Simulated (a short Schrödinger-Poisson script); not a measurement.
Structure: MOS inversion layer, SiO2 on p-type Ge(111), at 300 K.

```csv
layer,material,thickness (nm),Na (cm⁻³)
1,SiO2,2.6,-
2,Ge,200,4.4e18
```

The device is made up for the run: typed textbook-type constants, with dimensions and the other settings drawn at random. SiO2: permittivity 3.9, conduction-band edge (eV) 3.1, gap (eV) 9, electron mass (mₑ) 0.5. Ge: permittivity 16, conduction-band edge (eV) 0, gap (eV) 0.664, Nv at 300 K (cm⁻³) 6e18.

Channel valleys (confinement mass, in-plane density-of-states mass, number): L1 1.59, 0.08, 1; L3 0.09, 0.34, 3. At the gate the conduction-band edge of layer 1 lies 3.13 eV − eVg above the Fermi level of the channel; the field vanishes at the back. Gaps are held at their typed values at every temperature. Mesh 0.03 nm at interfaces.

Solved with a short Schrödinger-Poisson script written for these runs: 1D Poisson equation in equilibrium, electrons classical, Fermi-Dirac, parabolic valleys, classical holes, full ionisation, no traps, pinning or gate leakage.

The same stack at other levels of the model or other numerical settings:

```
run                                        sheet density of all electrons at Vg = 2.3 V (cm⁻²)  sheet density of all electrons at Vg = 1.1 V (cm⁻²)  capacitance at Vg = 2.3 V (μF/cm²)  centroid of the channel electrons at Vg = 2.3 V (nm)  rough cost against the base
-----------------------------------------  ---------------------------------------------------  ---------------------------------------------------  ----------------------------------  ----------------------------------------------------  ---------------------------
base                                                                                   9.47e12                                              1.18e12                                1.21                                                  0.54                      about 1
electrons treated as classical, Boltzmann                                              1.05e13                                              1.34e12                                1.29                                                  0.26                          0.2
electrons treated as quantum, Hartree                                                  7.54e12                                              3.50e11                                1.12                                                  1.21                            5
mesh six times as coarse                                                               9.33e12                                              1.12e12                                1.20                                                  0.61                          0.3
```

The classical rows ignore confinement, and Boltzmann statistics overrate the density once the band edge passes the Fermi level.

Only the L valleys are kept; under strong confinement the Δ valleys of Ge fill too.
